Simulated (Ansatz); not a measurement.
# CsPbBr3: isotropic strain +1.20 %

Start from CsPbBr$_{3}$ in the cubic perovskite structure (space group Pm-3m, No. 221; a = 5.872 Å).

Perturbation: every lattice vector is stretched by 1.20 %; the atoms relax in the strained cell.

The values are results of Kohn–Sham DFT with the PBEsol functional, run in Ansatz (an electronic-structure program) with PAW and 420 eV plane waves, no spin-orbit coupling, not measurements. k-mesh 6×6×6 (Γ-centred); smearing 0.05 eV (Fermi–Dirac).

```csv
quantity,base,changed,shift
volume per atom,40.50 Å³,41.97 Å³,+1.475 Å³
shortest interatomic distance,2.936 Å,2.971 Å,+0.035 Å
energy relative to the base (free energy F),0 meV/atom,+3.4 meV/atom,+3.4 meV/atom
pressure,0.00 GPa,-0.71 GPa,-0.71 GPa
band gap,1.43 eV,1.57 eV,+0.14 eV
gap character,direct at R,direct at R,–
mean gap deformation potential ΔEg/Δln V,–,+4.0 eV,–
width of the top valence band,2.07 eV,1.84 eV,-0.23 eV
"electron mass (degenerate bands, along [100])","0.077, 0.74, 0.74 mₑ (at R)","0.083, 0.78, 0.78 mₑ (at R)",–
hole mass,0.13 mₑ (at R),0.15 mₑ (at R),–
"valley order (the lowest conduction-band minima on the path, energy above the VBM, named in the base's zone)",R along ⟨111⟩ 1.43 eV; Γ 2.88 eV,R along ⟨111⟩ 1.57 eV; Γ 3.06 eV,–
```

Final structure:

```
CELL_PARAMETERS angstrom
      5.94254     0.00000     0.00000
      0.00000     5.94254     0.00000
      0.00000     0.00000     5.94254
ATOMIC_POSITIONS crystal
  Cs 0.00000 0.00000 0.00000
  Pb 0.50000 0.50000 0.50000
  Br 0.50000 0.00000 0.50000
  Br 0.00000 0.50000 0.50000
  Br 0.50000 0.50000 0.00000
```

Spin-orbit coupling, missing from the scalar runs, can matter with Pb. Effective masses come from finite differences of ±0.01 Å⁻¹. Stability against distortions was not tested. Many cubic perovskites are stable only at high temperature; tilts and polar distortions were not tested. This is not the structure that CsPbBr3 has at room temperature and ambient pressure.
